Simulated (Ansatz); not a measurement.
The reference is WS2 (space group P6_3/mmc, No. 194; a = 3.115 Å, c = 11.772 Å; layered, stacked along the Cartesian z axis).

All numbers come from Ansatz (a first-principles code), PBEsol-D3(BJ), PAW, cutoff 420 eV, without spin-orbit coupling.

Before the change:

- Smallest direct gap: 1.92 eV

It is then changed as follows: every lattice vector is stretched by 1.80 %; the atoms relax in the strained cell.

Predict the new smallest direct gap and energy relative to the base.

The smallest direct gap falls by 0.22 eV (1.92 eV → 1.70 eV); the energy rises by 13 meV/atom.

Spin-orbit coupling, missing from the scalar runs, can matter with W. Stability against distortions was not tested.
